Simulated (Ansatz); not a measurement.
## InSb (model structure, started from the PtS type, P4₂/mmc, No. 131, 4 atoms in the cell): lattice constant a by level of theory

No measured value is used here.

```tsv
level (code)	value (Å)
PBE (Ansatz)	4.350
PBEsol (Ansatz)	4.147
PBE-D3(BJ) (Ansatz)	4.129
```

Ansatz's density-functional and Hartree–Fock values are scalar-relativistic unless marked +SOC, with PAW data made under PBE.

A model structure was made by putting elements into a prototype or built by hand; it is no filed structure, need not be a known phase, and can be a saddle point held by its symmetry.

Ansatz is a quantum-chemistry and plane-wave program.
